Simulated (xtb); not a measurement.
xtb 6.7.1, GFN1-xTB: Zr(I)(Me)3 ([CH3][Zr]([CH3])([CH3])[I]), 14 atoms. The geometry is a generated start, not checked to be a minimum at this level.

```json
{
  "method": "GFN1-xTB",
  "--acc": "1 (default)",
  "--etemp (K)": "300 (default)",
  "detailed input (--input)": "none: ANC optimiser, Lindh (1995) Hessian, microcycle=20, maxdispl=1.0, hlow=0.01 (default)",
  "basis_functions": "50",
  "valence_electrons": "32"
}
```

```xyz
14

Zr     0.2413     0.2304    -0.2318
I      1.9414     1.8248    -1.8696
C      1.5443    -0.8968     1.1782
H      1.8502    -0.2565     2.0274
H      2.4683    -1.1885     0.6410
H      1.1092    -1.8151     1.6031
C     -0.8551    -1.1528    -1.5771
H     -1.6516    -0.6060    -2.1179
H     -1.3260    -2.0279    -1.1008
H     -0.1456    -1.5329    -2.3381
C     -1.1190     1.6391     0.8178
H     -0.5127     2.4173     1.3226
H     -1.7929     1.2062     1.5741
H     -1.7518     2.1587     0.0711
```

Charge 0 and multiplicity 1 are set for this test and not shown to be the ground state.

The structure is relaxed from this start with --opt LEVEL for the levels crude, sloppy, loose, lax, normal, tight, vtight, extreme, once each. Up to the end of the extreme run atoms move by at most 0.45 Å along an axis.

Problem. Choose the cheapest level whose final energy lies within 5 meV of that of extreme.

Solution. normal: 30 cycles against 42, ending 0.27 meV above.

| level | cycles | energy above the extreme run (meV) | gradient norm (eV/Å) |
|---|---|---|---|
| crude | 4 | 71 | 0.30 |
| sloppy | 5 | 69 | 0.22 |
| loose | 5 | 69 | 0.22 |
| lax | 19 | 59 | 0.20 |
| normal | 30 | 0.27 | 0.026 |
| tight | 33 | 0.15 | 0.0068 |
| vtight | 41 | under 0.01 | 0.0042 |
| extreme | 42 | — | 0.0025 |
